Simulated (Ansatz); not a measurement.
Input:

End structure of the (332) surface of beta tin in its 1x1 cell, outermost plane spacing 1.06 Å in the ideal cut:

```yaml
crystal:
  lattice:
    - [6.40550, 0.00000, 0.00000]
    - [0.00000, 8.39350, 0.00000]
    - [0.00000, 0.00000, 26.00000]
  atoms:
    - { symbol: Sn, position: [0.19894, 0.39918, 0.30225] }
    - { symbol: Sn, position: [0.69894, 0.35082, 0.30225] }
    - { symbol: Sn, position: [0.40690, 0.11159, 0.36236] }
    - { symbol: Sn, position: [0.90690, 0.63841, 0.36236] }
    - { symbol: Sn, position: [0.47481, 0.48851, 0.39861] }
    - { symbol: Sn, position: [0.97481, 0.26149, 0.39861] }
    - { symbol: Sn, position: [0.78266, 0.94197, 0.43627] }
    - { symbol: Sn, position: [0.28266, 0.80803, 0.43627] }
    - { symbol: Sn, position: [0.98426, 0.53685, 0.47773] }
    - { symbol: Sn, position: [0.48426, 0.21315, 0.47773] }
    - { symbol: Sn, position: [0.10845, 0.03684, 0.52227] }
    - { symbol: Sn, position: [0.60845, 0.71316, 0.52227] }
    - { symbol: Sn, position: [0.31005, 0.44197, 0.56373] }
    - { symbol: Sn, position: [0.81005, 0.30803, 0.56373] }
    - { symbol: Sn, position: [0.61790, 0.98851, 0.60139] }
    - { symbol: Sn, position: [0.11790, 0.76149, 0.60139] }
    - { symbol: Sn, position: [0.68582, 0.61159, 0.63764] }
    - { symbol: Sn, position: [0.18582, 0.13841, 0.63764] }
    - { symbol: Sn, position: [0.89378, 0.89918, 0.69775] }
    - { symbol: Sn, position: [0.39378, 0.85082, 0.69775] }
```

Set-up: 20 atoms, 9.5 Å thick at the start (thin: gaps and levels are the slab's own); mesh 6x5x1; 0.1 eV smearing; dipole correction on; single point; on the structure that PBE left under its start's symmetry; no spin, no spin-orbit, no U.

### Question
What is the computed work function of the top face (r2SCAN, at the PBE geometry (Ansatz, a program for electronic structure))?

### Answer
4.15 eV
